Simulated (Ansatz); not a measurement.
The parent structure is Ge in the diamond structure (space group Fd-3m, No. 227; a = 5.6761 Å). Axes: x, y, z lie along the cube axes.

The change: the cell is stretched by 1.88 % along x with no lateral relaxation; the atoms relax in the strained cell.

Levels (all Ansatz, a quantum-chemistry and plane-wave program, PAW, earlier PAW set): PBEsol (420 eV, without spin-orbit coupling); r2SCAN (500 eV, no spin-orbit coupling).

The geometry is relaxed with PBEsol.

PBEsol band gap: zero
PBEsol pressure: -1.2 GPa

Q: What does r2SCAN give at this geometry for the band gap and pressure?

A: The band gap changes from zero to 0.11 eV; the pressure is nearly the same (-1.2 GPa against -1.3 GPa).

Single points use the geometry relaxed with PBEsol. Their cutoffs differ, which shifts pressures a little. Whether these cells are dynamically stable was not tested. The zero or small gap of Ge can change with the level of theory.
